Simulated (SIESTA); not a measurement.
Band structure of MoTe2 (P6_3/mmc, 6 atoms in the cell).

```xyz
6
Lattice="1.7582 -3.0454 0.0000 1.7582 3.0454 0.0000 0.0000 0.0000 13.9460" Properties=species:S:1:pos:R:3 pbc="T T T"
Te     1.7582     1.0151    12.2586
Te     1.7582    -1.0151     5.2855
Te     1.7582    -1.0151     1.6875
Te     1.7582     1.0151     8.6605
Mo     1.7582     1.0151     3.4865
Mo     1.7582    -1.0151    10.4595
```

Level of theory: SIESTA with GGA PBE, numerical atomic orbitals DZP, PseudoDojo PBE standard norm-conserving potentials (rewritten from UPF to PSML).

Settings: XC.functional = GGA; XC.authors = PBE; potentials = PseudoDojo PBE standard; PAO.BasisSize = DZP; PAO.EnergyShift = 0.01 Ry; MeshCutoff = 300 Ry; kgrid.MonkhorstPack = 6 6 2; OccupationFunction = FD; ElectronicTemperature = 0.05 eV; MaxSCFIterations = 150; SCF.Mixer.Method = Broyden; SCF.Mixer.Weight = 0.2; SCF.Mixer.History = 8; SCF.DM.Tolerance = 1.0E-05.

The starting cell has typed, rounded lattice constants, without a prior relaxation at this level. Its lattice was rescaled by a random factor within 2.5 % of one. Spin-orbit coupling is off. Values carry the incompleteness of an atom-centred basis.

**Question.** Predict the gap along the standard path and the places of the band edges.

**Answer.** The gap along the path is 0.76 eV, from Γ to a point between K and Γ; the smallest direct gap on it is 1.01 eV.

Levels in eV from the top of the valence band on the path, bands 43 to 47:
| point | 43 | 44 | 45 | 46 | 47 |
|---|---|---|---|---|---|
| Γ | -1.05 | -1.01 | -0.25 | 0.00 | 2.96 |
| M | -0.95 | -0.93 | -0.61 | -0.32 | 1.24 |
| K | -1.83 | -1.83 | -0.28 | -0.06 | 0.95 |
| A | -1.07 | -1.07 | -0.06 | -0.06 | 2.99 |
| L | -0.93 | -0.93 | -0.46 | -0.46 | 1.27 |
| H | -1.99 | -1.99 | -0.19 | -0.19 | 0.96 |

Higher empty bands are left out: an atom-centred basis made for the valence describes them poorly.
